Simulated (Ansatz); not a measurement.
Consider this model of amorphous Si30C12N24.

```xyz
66
Lattice="9.1773 0.0000 0.0000 0.0000 9.1773 0.0000 0.0000 0.0000 9.1773" Properties=species:S:1:pos:R:3 pbc="T T T"
Si     8.1871     5.2803     7.2496
Si     0.1290     0.9208     3.4797
Si     3.1371     4.0383     3.0266
Si     5.9036     0.7422     5.8888
Si     8.5508     2.4420     6.1905
Si     2.0200     3.4174     6.8272
Si     3.7423     5.7861     5.8179
Si     5.9505     5.6457     2.7404
Si     2.1224     8.6100     6.0577
Si     6.6447     7.7780     1.5623
Si     4.4653     8.6191     0.8250
Si     6.7397     0.3013     3.1327
Si     8.2680     4.3510     0.8143
Si     8.3497     1.5250     0.5944
Si     2.1540     2.4346     1.3070
Si     0.9873     3.9508     4.6474
Si     1.6716     0.0651     9.0488
Si     6.3554     7.5415     6.9595
Si     8.6301     7.3846     4.5674
Si     6.6006     3.6261     7.7440
Si     5.5039     3.4565     1.2886
Si     2.6307     6.7195     0.9411
Si     7.8253     3.3728     3.3993
Si     8.6372     0.5717     7.5173
Si     3.6597     0.8261     3.6910
Si     1.7912     6.6323     3.8221
Si     3.5425     4.4641     8.7005
Si     8.9074     7.0345     1.1744
Si     5.7682     6.3634     8.9282
Si     6.1212     5.2861     5.0711
C      3.4907     8.5350     2.4886
C      1.8451     4.1818     1.6693
C      3.7297     7.6922     5.9984
C      0.0244     6.3033     3.0747
C      4.0013     1.7393     8.6975
C      6.6422     2.6487     6.0655
C      5.3650     4.5110     8.8276
C      9.1258     4.7808     3.3166
C      0.3954     4.0488     2.0537
C      8.2755     5.8883     8.9777
C      2.5908     5.0902     4.4612
C      2.4767     2.2468     5.6271
N      7.7868     1.6005     2.3916
N      3.0418     4.7821     7.0976
N      3.1401     2.2323     2.7735
N      1.1003     7.5757     5.1211
N      2.5937     0.9711     5.1894
N      0.2966     4.0628     6.4607
N      4.0887     7.0591     0.1184
N      1.1048     9.0885     7.4214
N      7.5068     6.4393     5.8409
N      4.9577     8.3399     6.3005
N      4.5825     4.6133     2.3598
N      6.6050     3.5906     4.8910
N      3.4352     0.5154     9.0548
N      1.2683     7.7538     0.6486
N      0.9224     1.4065     0.6828
N      6.9496     4.2874     2.0457
N      2.8926     7.3319     2.6532
N      9.0344     2.4216     4.4915
N      7.1929     9.0670     6.8523
N      2.3074     5.0928     0.6038
N      5.3899     0.8154     4.1459
N      3.1167     2.7532     8.9517
N      7.7459     2.9826     8.9929
N      8.0515     8.9562     4.1787
```

Computed with PBE, scalar-relativistic without spin-orbit coupling (plane waves to 420 eV, PAW; Ansatz, a program for electronic structure).

A CHGNet melt-quench gave the starting glass, which DFT then relaxed. N atoms were pushed apart under 1.9 Å during the dynamics, to hinder bonds among them. The hot cell started wider than the set density and was brought back towards it in steps. It is the lowest in DFT energy of 2 quenches. It is a model cell: composition and starting density were chosen by hand, and all elements were melted together. No dispersion term was used. Its density started from a set value of 2.65 and ended at 2.84 g/cm³. Cooling (nominally 400 K/ps over its main leg) ran many orders faster than in experiment, which tends to leave more defects and strain. Values belong to this one cell and scatter from quench to quench. The volume was free in the relaxation, at fixed shape. Stress components on the final sampling reach 3.1 GPa. On a 2×2×2 Γ-centred mesh force components of up to 0.35 eV/Å stay, since the relaxation ran on the zone centre alone.

Neighbours within Si-Si 2.60 Å, Si-C 2.19 Å, Si-N 2.18 Å, C-C 1.78 Å, C-N 1.68 Å, N-N 1.70 Å count as bonded. Two cations that share two anions don't count as bonded, nor two that share one unless they lie closer than Si-Si 2.38 Å, Si-C 2.00 Å, C-C 1.63 Å.

Problem. Give the coordination numbers, mean bond lengths and angles.

Solution. 
```yaml
Mean coordination of Si: 3.97 (3 with 3, 25 with 4, 2 with 5)
Mean coordination of C: 3.33 (2 with 2, 4 with 3, 6 with 4)
Mean coordination of N: 3.21 (19 with 3, 5 with 4)
Mean Si-N bond: 1.808 Å (spread 0.078 Å, 70 counted)
Mean Si-C bond: 1.897 Å (spread 0.068 Å, 27 counted)
Mean Si-Si bond: 2.414 Å (spread 0.080 Å, 11 counted)
Mean C-N bond: 1.411 Å (spread 0.056 Å, 7 counted)
Bond angle at Si: mean 108.1°, spread 16.3°
Bond angle at C: mean 111.6°, spread 15.2°
Bond angle at N: mean 114.9°, spread 15.0°
```
